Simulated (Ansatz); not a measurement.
The starting structures come from a database of crystals and need not be the phases stable at ambient conditions.

 Where the default PAW files enter, the runs use the earlier of Ansatz's two default sets.

Tunnelling through a barrier is set by its complex band structure: the current falls as exp(−2κd) with the smallest κ.

Input:

```yaml
crystal:
  lattice:
    - [3.37425, 0.00000, 0.00000]
    - [0.00000, 5.67295, -0.02306]
    - [0.00000, -1.00175, 3.24220]
  atoms:
    - { symbol: Na, position: [0.75000, 0.31661, 0.65831] }
    - { symbol: Na, position: [0.25000, 0.68339, 0.34169] }
    - { symbol: H, position: [0.75000, 0.92167, 0.96083] }
    - { symbol: H, position: [0.25000, 0.07833, 0.03917] }
    - { symbol: O, position: [0.25000, 0.25762, 0.12881] }
    - { symbol: O, position: [0.75000, 0.74238, 0.87119] }
```

Space group of this cell: Cmcm. The cell was relaxed by PBE-D3(BJ).

Transport runs along the normal of the first two printed cell vectors.

The gap is the functional's own. No spin-orbit coupling. Mid-gap values are interpolated on the energy grid.

Task: State the band gap and the smallest decay constant κ at mid-gap according to PBEsol (Ansatz, an electronic-structure program).

Result: Gap 3.02 eV on a 10×10×10 mesh; κ = 0.321 1/Å, at the zone centre.
